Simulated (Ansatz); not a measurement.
**What biaxial strain −4.76 %, plane normal [001], relaxed out of plane does to TiS2**

Take TiS2 in the CdI2 type structure (space group P-3m1, No. 164; a = 3.359 Å, c = 5.520 Å; layered, stacked along the Cartesian z axis; relaxed with 0.1 eV smearing) as the base. Axes: x lies along a and z along c of the hexagonal cell.

The change: biaxial strain −4.76 %, plane normal [001], relaxed out of plane (Cartesian); in-plane vectors clamped, the third vector and the atoms free.

Method: PBE-D3(BJ) (Ansatz, an electronic-structure program), scalar-relativistic without spin-orbit coupling. Γ-centred 20×20×11 mesh, Fermi–Dirac width 0.1 eV.

The volume per atom falls by 1.298 Å³ to 16.69 Å³ and the space group is still P-3m1 (No. 164). The shortest interatomic distance falls by 0.032 Å (2.409 Å → 2.377 Å) and the pressure (mean of the normal stresses, compression positive) goes from zero to 6.1 GPa. The band gap is still zero and the out-of-plane strain comes out as +2.29 %. The ratio −ε⊥/ε∥ comes out as 0.48 and the mean in-plane stress (compression positive) comes out as +9.2 GPa.

Stability against distortions was not tested. The final runs are not spin-polarised. A zero or small gap of TiS2 can be the functional's error rather than a property of the material.
